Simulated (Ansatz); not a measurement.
**CuCl (space group P3_121, No. 152; a hypothetical phase, not in the database extracts checked; made of chains)**

Space group P3₁21 (No. 152); a = 3.9763 Å, b = 3.9763 Å, c = 8.9739 Å, α = 90.00°, β = 90.00°, γ = 120.00°

```json
[
 {"atom": "Cu", "site": "3b", "symmetry": ".2.", "x": "0.2205", "y": "0.2205", "z": "0.5000"},
 {"atom": "Cl", "site": "3a", "symmetry": ".2.", "x": "0.5625", "y": "0.5625", "z": "0.0000"}
]
```

Calculations: PBEsol (Ansatz, a quantum-chemistry and plane-wave program; PAW; 420 eV plane waves; scalar-relativistic without spin-orbit coupling). k-mesh 10×10×4 (Γ-centred); smearing 0.05 eV (Fermi–Dirac).

```json
{
 "volume_per_atom": "20.48 Å³",
 "density": "4.01 g/cm³",
 "band_gap": "2.06 eV, indirect, H → Γ",
 "electron_mass": "0.53 mₑ along c, 0.88 mₑ across",
 "hole_mass": "1.1 mₑ along c, 3.0 mₑ across",
 "Lowest conduction-band minima above the VBM": "Γ 2.06 eV; M (1/2, 0, 0) 2.91 eV",
 "total_energy": "-3825.072 eV/atom (σ→0; compares only within this code and set-up)"
}
```

Effective masses come from finite differences of ±0.01 Å⁻¹. Whether these cells are dynamically stable was not tested. No Hubbard U is applied. All final runs are without spin polarisation. No dispersion term is included in the PBEsol runs.
